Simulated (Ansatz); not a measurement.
Worked example: relaxation of cell and atoms of ScAl (Pm-3m, 2 atoms in the cell) in Ansatz (a first-principles code).

Computed with PBEsol, default PAW files made with PBE (plane waves; Ansatz).

The change in words: atoms on their sites; basis.ecutwfc: 420 eV → 840 eV; relax: default → cell and atoms. Reference geometry:
```xyz
2
Lattice="3.3805 0.0000 0.0000 0.0000 3.3805 0.0000 0.0000 0.0000 3.3805" Properties=species:S:1:pos:R:3 pbc="T T T"
Sc     1.6902     1.6902     1.7402
Al     0.0000     0.0000     0.0000
```

Reference input (self-consistent single point, DFT, PBEsol, plane waves, default PAW files made with PBE): basis.ecutwfc = 420 eV; kpoints.mp_grid.grid = 10 10 10; hamiltonian.xc = pbesol; hamiltonian.pseudopotentials = {kind: paw} (the program's default PAW files); scf.occupations.method = fermi_dirac; scf.occupations.width = 0.1 eV. This run's input differs from it in these lines:

Ansatz 0.2 input:
```diff
@@ -7,6 +7,6 @@
   atoms:
-    - { symbol: Sc, position_ang: [1.69023050, 1.69023050, 1.74023090] }
+    - { symbol: Sc, position_ang: [1.69023050, 1.69023050, 1.69023050] }
     - { symbol: Al, position_ang: [0.00000000, 0.00000000, 0.00000000] }
 basis:
-  ecutwfc: 420.0 eV
+  ecutwfc: 840.0 eV
 kpoints:
@@ -18,2 +18,4 @@
   occupations: { method: fermi_dirac, width: 0.1 eV }
+relax:
+  cell: {}
 output:
```

The program printed (abridged):

```
   [... SCF lines of the steps left out ...]
relax step   1: F+E_penalty+E_count = -2636.85682783 eV  Δ(F+E_penalty+E_count) = +0.000e0 eV  max|allowed force component| = 1.431e-28 eV/Å  Δτ_max = 0.0000 Å  P = -2.372 GPa  Ω = 38.630 Å³  (7 SCF iters, dr2 threshold 1.00e-7 eV, accepted)
relax step   2: F+E_penalty+E_count = -2636.86164623 eV  Δ(F+E_penalty+E_count) = -4.818e-3 eV  max|allowed force component| = 5.502e-29 eV/Å  Δτ_max = 0.0000 Å  P = +1.773 GPa  Ω = 36.677 Å³  energy of the carried Pulay correction = +3.505e-5 eV  [...]
relax step   3: F+E_penalty+E_count = -2636.86581784 eV  Δ(F+E_penalty+E_count) = -4.172e-3 eV  max|allowed force component| = 1.282e-29 eV/Å  Δτ_max = 0.0000 Å  P = -0.084 GPa  Ω = 37.488 Å³  energy of the carried Pulay correction = +2.013e-5 eV  [...]
relax step   4: F+E_penalty+E_count = -2636.86582857 eV  Δ(F+E_penalty+E_count) = -1.074e-5 eV  max|allowed force component| = 1.379e-29 eV/Å  Δτ_max = 0.0000 Å  P = -0.003 GPa  Ω = 37.451 Å³  energy of the carried Pulay correction = +2.081e-5 eV  [...]
relax step   5: F+E_penalty+E_count = -2636.86580859 eV  Δ(F+E_penalty+E_count) = +1.998e-5 eV  max|allowed force component| = 1.574e-30 eV/Å  Δτ_max = 0.0000 Å  P = -0.003 GPa  Ω = 37.451 Å³  stress off target by 2.98e-3 GPa  SCF on the basis [...]
basis re-selected at this cell: Δ(F+E_penalty+E_count) = +1.998e-5 eV, ΔP = -0.000 GPa vs the last step
the relaxation is at rest under the 48 symmetry operations that the run kept from its start: a minimum is not shown …
Stability not checked: this state was not tested for a lower state beside it, because too few of the mixer's solves of this state at the end of the SCF gave a …
Free energy (F): -2636.865809 eV
Internal energy: -2636.837272 eV  (E = F + TS)
   [... lines left out ...]
Fermi energy:    9.783336 eV
   [... lines left out ...]
to start a new deck from the relaxed geometry:
  cell:  # Å, volume = 37.4507 Å³
    - [3.3456968463873165, 6.379642940782718e-34, 1.3240768367662246e-34]
    - [1.023150282955719e-33, 3.345696846387317, 0.0]
    - [5.175936725540696e-34, 0.0, 3.3456968463873165]
  atoms:
    - { symbol: Sc, position: [0.5, 0.49999999999999994, 0.5] }
    - { symbol: Al, position: [-1.8231169719276296e-33, -3.7981603581862675e-35, 7.5963207163639e-35] }
```

The run converged. 

Summary of the result:
Free energy E − TS (on the zero of these files): -2636.8658 eV
Fermi level (on the code's own zero): 9.78 eV
Pressure: 0.00 GPa
Final cell: a = 3.346 Å, b = 3.346 Å, c = 3.346 Å, α = 90.00°, β = 90.00°, γ = 90.00°
Final volume per atom: 18.73 Å³
Relaxation steps: 5

The starting cell comes from a database of computed structures (which also holds hypothetical and non-ambient phases and stackings), without a prior relaxation at this level. Its lattice was rescaled by up to half a per cent. The relaxation keeps the symmetry of its start, so its end need not be a minimum. Ansatz's pressure includes its estimate of the finite-basis (Pulay) stress.
